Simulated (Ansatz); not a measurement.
**Short convergence ladders for LaGa (Cm, 4 atoms in the cell)**

```yaml
crystal:
  lattice:
    - [2.30652, -5.75041, 0.00000]
    - [2.30652, 5.75041, 0.00000]
    - [0.00000, 0.00000, 4.27854]
  atoms:
    - { symbol: La, position: [0.86046, 0.13954, 0.26169] }
    - { symbol: La, position: [0.13954, 0.86046, 0.75000] }
    - { symbol: Ga, position: [0.56722, 0.43278, 0.25000] }
    - { symbol: Ga, position: [0.43278, 0.56722, 0.75000] }
```

Base method: LDA (PW92), default PAW files made with PBE (plane waves; Ansatz, an electronic-structure program).

Base settings: basis.ecutwfc = 420 eV; kpoints.mp_grid.grid = 4 4 4; hamiltonian.xc = lda; hamiltonian.pseudopotentials = {kind: paw} (the program's default PAW files); scf.occupations.method = gaussian; scf.occupations.width = 0.1 eV.

The count of work is k-points × plane waves × bands × iterations; it is no time. Core times come from one kind of shared machine, to one figure; runs under 30 s give none.

**The cutoff for other potential files**

Level: DFT, LDA (PW92), plane waves, harder PAW files (source: ansatz) made with PBE.

In this ladder: hamiltonian.pseudopotentials = {kind: paw, source: ansatz}.

The second cell is the first with its lattice scaled by 0.98.

The mesh stays at the base's, so the ladder's end is converged at best in this setting alone.

The first pressure column holds Ansatz's estimate of the finite-basis (Pulay) stress, which hides part of the cutoff error; the other is without it.

Only quantities that move along the ladder and can be compared are tabulated.

| basis.ecutwfc | free energy less the last step's (meV/atom) | energy of the compressed cell less the first (meV/atom) | pressure (GPa) | pressure without the Pulay estimate (GPa) | largest difference of a force vector from the last step's (eV/Å) | count of work / last | core time / last (rough) |
|---|---|---|---|---|---|---|---|
| 460 eV | 21156.13 | -166.71 | -4.33 | -672.99 | 0.524 | 0.11 | – |
| 560 eV | 3390.37 | -30.79 | -4.78 | -136.41 | 0.014 | 0.14 | – |
| 715 eV | 178.69 | -33.92 | -4.69 | -14.26 | 0.002 | 0.21 | – |
| 865 eV | 7.54 | -34.35 | -4.69 | -5.22 | 0.000 | 0.28 | – |
| 1020 eV | 0.76 | -34.35 | -4.69 | -4.70 | 0.000 | 0.35 | 0.6 |
| 1225 eV | 0.39 | -34.35 | -4.69 | -4.69 | 0.000 | 0.47 | 0.6 |
| 1530 eV | 0.13 | -34.35 | -4.69 | -4.69 | 0.000 | 0.65 | 0.7 |
| 2040 eV | 0.00 | -34.35 | -4.69 | -4.69 | 0.000 | 1.0 | 1 |

Coarsest basis.ecutwfc that holds the forces within 0.02 eV/Å of the last step, with all finer ones: 560 eV, at 0.14 of the last step's count of work; the step before is off by 0.52 eV/Å.

Coarsest basis.ecutwfc that holds the free energy within 2 meV/atom of the last step, with all finer ones: 1020 eV, at 0.35 of the last step's count of work; the step before is off by 7.5 meV/atom.

Coarsest basis.ecutwfc that holds the energy of the compressed cell less the first within 1 meV/atom of the last step, with all finer ones: 715 eV, at 0.21 of the last step's count of work; the step before is off by 3.6 meV/atom.

The energy difference between the two cells stays within 1 meV/atom of the last step's from 715 eV on, the total only from 1020 eV on: much of the error is common to both cells and cancels.

At the lowest cutoff the pressure without the Pulay estimate lies 668 GPa under the last step's, the usual sign of Pulay stress in an incomplete plane-wave basis.

**The density cutoff**

The second cell is the first with its lattice scaled by 0.98.

The mesh stays at the base's, so the ladder's end is converged at best in this setting alone.

Only quantities that move along the ladder and can be compared are tabulated.

```csv
basis.ecutrho_ratio,free energy less the last step's (meV/atom),energy of the compressed cell less the first (meV/atom),pressure (GPa)
2,-8.47,-34.23,-4.42
3,-0.11,-34.61,-4.70
4,0.00,-34.61,-4.71
5,0.00,-34.61,-4.71
6,0.00,-34.61,-4.71
8,0.00,-34.61,-4.71
10,0.00,-34.61,-4.71
12,0.00,-34.61,-4.71
16,0.00,-34.61,-4.71
```

Coarsest basis.ecutrho_ratio that holds the free energy within 5 meV/atom of the last step, with all finer ones: 3; the step before is off by 8.5 meV/atom.

Coarsest basis.ecutrho_ratio that holds the energy of the compressed cell less the first within 0.2 meV/atom of the last step, with all finer ones: 3; the step before is off by 0.38 meV/atom.

Coarsest basis.ecutrho_ratio that holds the pressure within 0.2 GPa of the last step, with all finer ones: 3; the step before is off by 0.29 GPa.

The energy difference between the two cells stays within 1 meV/atom of the last step's from 2 on, the total only from 3 on: much of the error is common to both cells and cancels.

**The relaxed cell against the cutoff**

On LaGa (Cmcm, 4 atoms in the cell): atoms on their sites.

In this ladder: relax = cell and atoms.

The mesh stays at the base's, so the ladder's end is converged at best in this setting alone.

Only quantities that move along the ladder and can be compared are tabulated.

```csv
basis.ecutwfc,relaxed volume (Å³/atom),relaxation steps
210 eV,26.418,63
250 eV,25.659,43
295 eV,25.776,18
355 eV,25.735,8
420 eV,25.724,6
505 eV,25.723,6
630 eV,25.722,6
840 eV,25.721,6
```

Coarsest basis.ecutwfc that holds the relaxed volume within 0.129 Å³/atom of the last step, with all finer ones: 250 eV; the step before is off by 0.70 Å³/atom.

At the lowest cutoff the cell relaxes to a volume 2.7 % larger than at the highest. Ansatz relaxes on a stress corrected for the finite basis.

On the base run: the starting cell comes from a database of computed structures (which also holds hypothetical and non-ambient phases and stackings), without a prior relaxation at this level. Its lattice was rescaled by up to half a per cent. One atom was moved a little off its site on purpose. Without a gap this mesh is coarse (it stands for a supercell whose shortest vector is 17 Å).

Keys are those of Ansatz 0.2.
